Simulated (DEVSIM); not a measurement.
Device: Ru/SiON/SiO2/p-Si capacitor, at 300 K.

```tsv
layer (left to right)	material	thickness (nm)	Na (cm⁻³)
1	SiON	11.0	-
2	SiO2	0.990	-
3	Si	14000	1.8e15
```

Metal gate on the left, work function 4.7 eV. Fixed charge at the semiconductor interface -3e11 cm⁻² (in units of +e); no interface traps.

This is a model device: material constants are rounded textbook-type values typed into the input, and sizes, dopings and lifetimes were drawn at random. Values at 300 K.

| parameter | SiON | SiO2 | Si |
|---|---|---|---|
| gap (eV) | 7 | 9 | 1.124 |
| affinity (eV) | 1.4 | 0.9 | 4.05 |
| permittivity | 5.5 | 3.9 | 11.7 |
| Nc (cm⁻³) | - | - | 2.86e19 |
| Nv (cm⁻³) | - | - | 3.1e19 |

DEVSIM, 1D Poisson equation in equilibrium, Boltzmann statistics, complete ionisation; no quantum confinement or tunnelling. Metal contacts follow the ideal Schottky-Mott rule: no Fermi-level pinning, no interface dipoles.

The interface trap density was swept, all else fixed.

```
interface trap density (cm^-2 eV^-1)  flat-band voltage (V)  minimum of the low-frequency capacitance (μF/cm²)  threshold voltage (band bending 2φF) (V)
------------------------------------  ---------------------  -------------------------------------------------  ----------------------------------------
0                                                     -0.10                                             0.0173                                      0.57
1e10                                                  -0.10                                             0.0187                                      0.57
1e11                                                  -0.11                                             0.0312                                      0.58
3e11                                                  -0.14                                             0.0563                                      0.61
1e12                                                  -0.23                                              0.123                                      0.70
2e12                                                  -0.35                                              0.182                                      0.83
```

From the first row to the last the flat-band voltage goes from -0.10 to -0.35. From the first row to the last the minimum of the low-frequency capacitance goes from 0.0173 to 0.182.
